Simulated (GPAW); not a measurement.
**A self-consistent single point of MgCd3 (P-6m2, 4 atoms in the cell) with GPAW**

Level of theory: PBEsol, GPAW PAW datasets PBEsol (made by gpaw-setup) (plane waves; GPAW).

Input:

```python
from ase import Atoms
from ase.units import GPa
from gpaw import GPAW

atoms = Atoms(['Mg', 'Cd', 'Cd', 'Cd'],
              cell=[[3.134580, 0.000000, 0.000000],
                    [-1.567290, 2.714626, 0.000000],
                    [0.000000, 0.000000, 10.038410]],
              positions=[[0.000000, 0.000000, 5.019205],
                         [0.000000, 0.000000, 0.000000],
                         [1.567292, 0.904874, 7.506623],
                         [1.567292, 0.904874, 2.531787]],
              pbc=True)

calc = GPAW(mode={'name': 'pw', 'ecut': 850},
            xc='PBEsol',
            kpts={'size': (10, 10, 3), 'gamma': True},
            occupations={'name': 'methfessel-paxton', 'width': 0.05, 'order': 0},
            nbands=-10,
            convergence={'forces': 0.001},
            symmetry={'symmorphic': False, 'tolerance': 0.0005},
            maxiter=100,
            txt='-')

atoms.calc = calc

energy = atoms.get_potential_energy()
print('Energy (eV):', round(energy, 6))
forces = atoms.get_forces()
print('Forces (eV/Ang):')
print(forces.round(5))
stress = atoms.get_stress()
print('Stress (GPa, Voigt):', (stress / GPa).round(4))
```

Log, with long lists cut:

```
Input parameters:
  convergence: {forces: 0.001}
  kpts: {gamma: True,
         size: (10, 10, 3)}
  maxiter: 100
  mode: {ecut: 850,
         name: pw}
  nbands: -10
  occupations: {name: methfessel-paxton,
                order: 0,
                width: 0.05}
  symmetry: {symmorphic: False,
             tolerance: 0.0005}
  xc: PBEsol

species:
  Mg:
    name: Magnesium
    Z: 12.0
    valence: 10
    core: 2
    charge: 0.0
    file: Mg.PBEsol.gz

    # Using partial waves for Mg as LCAO basis

  Cd:
    name: Cadmium
    Z: 48.0
    valence: 12
    core: 36
    charge: 0.0
    file: Cd.PBEsol.gz

    # Using partial waves for Cd as LCAO basis

Reference energy: -461744.616380  # eV

Spin-paired calculation

Convergence criteria:
 Maximum [total energy] change in last 3 cyles: 0.0005 eV / valence electron
 Maximum integral of absolute [dens]ity change: 0.0001 electrons / valence electron
 Maximum integral of absolute [eigenst]ate change: 4e-08 eV^2 / valence electron
 Maximum change in the atomic [forces] across last 2 cycles: 0.001 eV/Ang OR
Maximum error relative to the maximum force is below inf
 Maximum number of scf [iter]ations: 100

Symmetries present (total): 12
Symmetries with fractional translations: 0
300 k-points: 10 x 10 x 3 Monkhorst-Pack grid + [1/20,1/20,0.000000]
28 k-points in the irreducible part of the Brillouin zone
       k-points in crystal coordinates                weights
   0:     0.00000000    0.00000000    0.00000000          1/300
   1:     0.00000000    0.00000000    0.33333333          2/300
   2:     0.10000000    0.00000000    0.00000000          6/300
   [... 7 lines left out ...]
          ...
  27:     0.50000000    0.50000000    0.33333333          6/300

Wave functions: Plane wave expansion
  Cutoff energy: 850.000 eV
  Number of coefficients (min, max): 4779, 4842
  Pulay-stress correction: 0.000000 eV/Ang^3 (de/decut=0.000000)

Occupation numbers: Methfessel-Paxton:
  width: 0.0500  # eV
  order: 0

Eigensolver

Densities:
  Coarse grid: 24*24*70 grid
  Fine grid: 48*48*140 grid
  Total Charge: 0.000000

Density mixing:
  Method: separate
  Backend: pulay
  Linear mixing parameter: 0.05
  old densities: 5
  Damping of long wavelength oscillations: 50

Hamiltonian:
  XC and Coulomb potentials evaluated on a 48*48*140 grid
  External potential:
    NoExternalPotential

XC parameters: PBEsol with 2 nearest neighbor stencil

Number of atoms: 4
Number of atomic orbitals: 35
Number of bands in calculation: 33
Number of valence electrons: 46
Bands to converge: occupied

Density initialized from atomic densities
  33 bands from LCAO basis set

Atomic positions and initial magnetic moments

Positions:
   0 Mg     0.000000    0.000000    5.019205    ( 0.0000,  0.0000,  0.0000)
   1 Cd     0.000000    0.000000    0.000000    ( 0.0000,  0.0000,  0.0000)
   2 Cd     1.567292    0.904874    7.506623    ( 0.0000,  0.0000,  0.0000)
   3 Cd     1.567292    0.904874    2.531787    ( 0.0000,  0.0000,  0.0000)

Unit cell:
           periodic     x           y           z      points  spacing
  1. axis:    yes    3.134580    0.000000    0.000000    24     0.1131
  2. axis:    yes   -1.567290    2.714626    0.000000    24     0.1131
  3. axis:    yes    0.000000    0.000000   10.038410    70     0.1434

  Lengths:   3.134580   3.134580  10.038410
  Angles:   90.000000  90.000000 119.999999

Effective grid spacing dv^(1/3) = 0.1284

     iter     time        total  log10-change:
                         energy   eigst   dens  force
iter:   1 --:--:--    -6.586284
iter:   2 --:--:--    -6.411603   -1.14  -1.44
iter:   3 --:--:--    -6.239924   -1.81  -1.48
iter:   4 --:--:--    -6.166649   -2.20  -1.59
iter:   5 --:--:--    -6.237715   -2.24  -1.84
iter:   6 --:--:--    -6.161702   -2.92  -2.16
iter:   7 --:--:--    -6.150994   -3.30  -2.56
iter:   8 --:--:--    -6.149560c  -4.65  -2.89
iter:   9 --:--:--    -6.149131c  -4.70  -3.14
iter:  10 --:--:--    -6.149113c  -5.82  -3.62
iter:  11 --:--:--    -6.149098c  -6.86  -3.66
iter:  12 --:--:--    -6.149095c  -5.66  -3.69
iter:  13 --:--:--    -6.149077c  -6.19  -3.76
iter:  14 --:--:--    -6.149077c  -7.23  -3.83
iter:  15 --:--:--    -6.149082c  -7.18  -3.90
iter:  16 --:--:--    -6.149081c  -7.57c -4.12c
iter:  17 --:--:--    -6.149077c  -6.96  -4.26c
iter:  18 --:--:--    -6.149076c  -7.65c -4.53c -2.84
iter:  19 --:--:--    -6.149076c  -8.83c -4.69c -2.99
iter:  20 --:--:--    -6.149076c  -8.08c -4.78c -2.21
iter:  21 --:--:--    -6.149076c  -9.14c -5.18c -3.44c

Converged after 21 iterations.

Dipole moment: (4.923520, -2.842598, 0.000000) |e|*Ang

Energy contributions relative to reference atoms: (reference = -461744.616380)

Kinetic:         +9.378579
Potential:       -3.983711
External:        +0.000000
XC:             -11.853519
Entropy (-ST):   -0.000466
Local:           +0.309808
SIC:             +0.000000
--------------------------
Free energy:     -6.149309
Extrapolated:    -6.149076

Showing only first 2 kpts
 Kpt  Band  Eigenvalues  Occupancy
  0    21      0.22948    2.00000
  0    22      4.50120    2.00000
  0    23      5.68606    2.00000
  0    24     12.55151    0.00000

  1    21      1.29834    2.00000
  1    22      2.97922    2.00000
  1    23      7.51815    0.00000
  1    24     10.14162    0.00000

Fermi level: 6.85671

No gap
No difference between direct/indirect transitions
Energy (eV): -6.149076

Forces in eV/Ang:
  0 Mg    0.00000    0.00000    0.00000
  1 Cd    0.00000    0.00000    0.00000
  2 Cd   -0.00000   -0.00000   -0.01110
  3 Cd    0.00000   -0.00000    0.01110

Stress tensor:
     0.009312    -0.000000     0.000000
    -0.000000     0.009312     0.000000
     0.000000     0.000000     0.003564
Stress (GPa, Voigt): [ 1.492  1.492  0.571  0.     0.    -0.   ]
```

The run converged in 21 iterations. GPAW prints stress with tension positive.

The starting cell comes from a database of computed structures (which also holds hypothetical and non-ambient phases and stackings), without a prior relaxation at this level.

Cost on one core of a shared machine: roughly 2 min.
